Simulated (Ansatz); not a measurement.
Base system: an 18-atom supercell of TiSi2 (space group Fddd, No. 70) at its relaxed geometry.

```yaml
crystal:
  lattice:
    - [0.00000, 4.11477, 4.26030]
    - [7.16870, 4.11477, 0.00000]
    - [0.00000, 4.11477, -4.26030]
  atoms:
    - { symbol: Si, position: [0.99586, 0.33333, 0.99586] }
    - { symbol: Si, position: [0.32920, 0.66667, 0.32920] }
    - { symbol: Si, position: [0.66253, 0.00000, 0.66253] }
    - { symbol: Si, position: [0.67080, 0.33333, 0.67080] }
    - { symbol: Si, position: [0.00414, 0.66667, 0.00414] }
    - { symbol: Si, position: [0.33747, 0.00000, 0.33747] }
    - { symbol: Si, position: [0.08747, 0.50000, 0.58747] }
    - { symbol: Si, position: [0.42080, 0.83333, 0.92080] }
    - { symbol: Si, position: [0.75414, 0.16667, 0.25414] }
    - { symbol: Si, position: [0.41253, 0.50000, 0.91253] }
    - { symbol: Si, position: [0.74586, 0.83333, 0.24586] }
    - { symbol: Si, position: [0.07920, 0.16667, 0.57920] }
    - { symbol: Ti, position: [0.00000, 0.00000, 0.00000] }
    - { symbol: Ti, position: [0.33333, 0.33333, 0.33333] }
    - { symbol: Ti, position: [0.66667, 0.66667, 0.66667] }
    - { symbol: Ti, position: [0.41667, 0.16667, 0.91667] }
    - { symbol: Ti, position: [0.75000, 0.50000, 0.25000] }
    - { symbol: Ti, position: [0.08333, 0.83333, 0.58333] }
```

Computed with r2SCAN, PAW, 500 eV (Ansatz, a program for electronic structure; spin-orbit coupling left out).

Before the change:

The mean distance from the defect site to its nearest host atoms comes out as 2.52 Å and the pressure comes out as 0.0 GPa.

Now apply this change: one Si atom is removed, atoms relaxed at fixed cell, starting from a slightly rattled geometry.

### Question
Estimate the effect on the largest displacement of a host atom from its site in the perfect cell, mean distance from the defect site to its nearest host atoms and pressure.

### Answer
The largest displacement of a host atom from its site in the perfect cell amounts to 0.11 Å; the mean distance from the defect site to its nearest host atoms increases by 0.02 Å, from 2.52 Å to 2.54 Å; the pressure goes from zero to -0.3 GPa.

The cell is small, so the values are those of an ordered compound at a high defect concentration; dilute-limit values will differ. All final runs are without spin polarisation. The defect cell is not spin-polarised.
